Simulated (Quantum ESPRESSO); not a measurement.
Quantum ESPRESSO is run on H₂ (P2_1, 32 atoms in the cell), and the run fails. The aim is a self-consistent single point with DFT, LDA (PW92), plane waves, PseudoDojo standard norm-conserving (LDA) pseudopotentials.

Cell that was meant: a = 7.9363 Å, b = 10.7442 Å, c = 9.0018 Å, α = 90.00°, β = 102.09°, γ = 90.00°.

Part of the input:

```fortran
 outdir = './tmp/'
 pseudo_dir = './'
 tprnfor = .true.
 tstres = .true.
/
&system
 ibrav = -12
```

Output, abridged:

```
     This program is part of the open-source Quantum ESPRESSO suite
     for quantum simulation of materials; please cite

 %%%%%%%%%%%%%%%%%%%%%%%%%%%%%%%%%%%%%%%%%%%%%%%%%%%%%%%%%%%%%%%%%%%%%%%%%%%%%%
     Error in routine  read_namelists (1):
      bad line in namelist &control: " tstres = .true." (error could be in the previous line)
 %%%%%%%%%%%%%%%%%%%%%%%%%%%%%%%%%%%%%%%%%%%%%%%%%%%%%%%%%%%%%%%%%%%%%%%%%%%%%%

     stopping ...
```

### Question
From the messages shown, name the fault and mend the input.

### Answer
The fault is a keyword that the program does not know. The program does not know a key of this name. To fix it, use the program's own name for the key. The program stopped before any SCF iteration.

An input that runs soundly differs in these lines (not the only fix; some lines may just follow from the change or write a value another way):
```diff
- tstres = .true.
+ tstress = .true.
```

With that input, the run converged in 7 iterations: free energy E − TS -495.5885 eV; top of the valence band (on the code's own zero) -9.20 eV; gap on the k-point mesh 8.99 eV; pressure 0.53 GPa; largest force (vector length) 0.876 eV/Å (DFT, LDA (PW92), plane waves, PseudoDojo standard norm-conserving (LDA) pseudopotentials).

On the sound input: the starting cell comes from a database of computed structures (which also holds hypothetical and non-ambient phases and stackings), without a prior relaxation at this level.
